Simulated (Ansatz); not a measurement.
Au on the (0001) surface of wurtzite GaN (2x2 Ga adatom at T4; a constructed slab, bottom: 3 H on 4 bottom sites), one in a cell of 36 Å², energies for each. Energies are against an atom of fcc Au, without zero-point or thermal terms; each row is named by its start (#2, #3: further inequivalent places of a kind).

Host crystal: wurtzite GaN, with a band gap (PBE, scalar-relativistic without spin-orbit coupling).

Method: PBE (plane waves to 420 eV, PAW; Ansatz, an electronic-structure program).

Model: 45-atom slab, 13.9 Å thick at the start with caps and adatoms under the adsorbate (thin: gaps and levels are the slab's own), 4x4x1 mesh, Fermi-Dirac 0.01 eV, dipole correction, 23 atoms held, the rest relaxed; each run with such symmetry as its start has; spin-polarised, no spin-orbit, no U, no dispersion correction.

A negative adsorption energy means that the adsorbate is more stable on the surface than in its reference. Starts that drift may end in the same place. Heights count from the host atoms within 0.3 Å of the top one. Moments of ungapped slabs depend on the mesh.

| starting site | E_ads (eV) | height (Å) | nearest host atom (Å) | bonded to | change of the vacuum step (eV) | lateral drift (Å) | moment (μB) |
|---|---|---|---|---|---|---|---|
| top Ga (the adsorbate broke or entered a bond of the host) | -0.10 | 0.22 | Ga 2.47 | 2 Ga | -0.02 | 1.9 | 0.1 |
| over Ga at depth 1.7 Å (the adsorbate broke or entered a bond of the host) | -0.10 | 0.22 | Ga 2.47 | 2 Ga | -0.01 | 0.0 | 0.1 |
| over Ga at depth 1.7 Å #2 (the adsorbate broke or entered a bond of the host) | -0.11 | 0.22 | Ga 2.47 | 2 Ga | -0.02 | 0.0 | 0.1 |
| hollow Ga-Ga-Ga | 0.13 | -0.17 | Ga 2.61 | 3 Ga | -0.27 | 0.0 | 0.0 |
| hollow Ga-Ga-Ga over Ga at depth 2.1 Å | 0.10 | -0.14 | Ga 2.69 | 3 Ga | -0.14 | 1.8 | 0.4 |
